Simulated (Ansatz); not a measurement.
**SrCl2: stress against strain**

SrCl2 (fluorite, Fm-3m, 27.469 Å³/atom at rest, cube axes along x, y and z) under a strain ε along a cube axis (axis z), the other axes held. PBEsol in Ansatz, a plane-wave DFT program (PAW, default set), 420 eV, 8×8×8 Γ-centred mesh, Fermi-Dirac smearing 0.05 eV; ions are relaxed within the symmetry of each cell. Stress is positive for a compressed cell.

Here s stands for strain and y for stress zz.

```
strain (%)  stress zz (GPa)
----------  ---------------
-3.00                     ?
-1.50                  1.15
-1.00                  0.75
-0.50                  0.37
0.00                   0.00
0.50                  -0.36
1.00                  -0.71
1.50                  -1.05
```

Fit y of the 7 rows that show it with a straight line. Means: s 0, y 0.021. About the means, the sum of products is -5.1250 and the sum of squares of s is 7.0000; the slope is their ratio. Least squares gives y = 0.021 - 0.7321·s. Residuals (row less fit): 0.031, -0.003, -0.017, -0.021, -0.015, 0.001, 0.027; standard error 0.023 (degrees of freedom: 5). The slope gives the elastic constant C11 = 73 ± 0.9 GPa.

**Question.** Estimate the missing y (s = -3.00); what did the run itself give?

**Answer.** y = 0.021 - 0.7321 × (-3.0) = 2.217 GPa. The calculation gives 2.40 GPa, 0.183 GPa above the prediction (5.3 % of the range of y in the table). The row lies outside the fitted rows, so this is an extrapolation. From the scatter of the fitted rows alone, a prediction at this place has a standard error of 0.036 GPa, so the miss is 5.1 times that.

One order more, fitted to all 13 runs of the series, follows each within 0.01, so the miss is the next term of a smooth law. Rows are the converged runs of the series near zero and its far end; series whose fitted rows scatter by over a few per cent of the range, as at a crossing or softening among them, aren't shown in this form. Most that stay on the fit to the last digits aren't either.
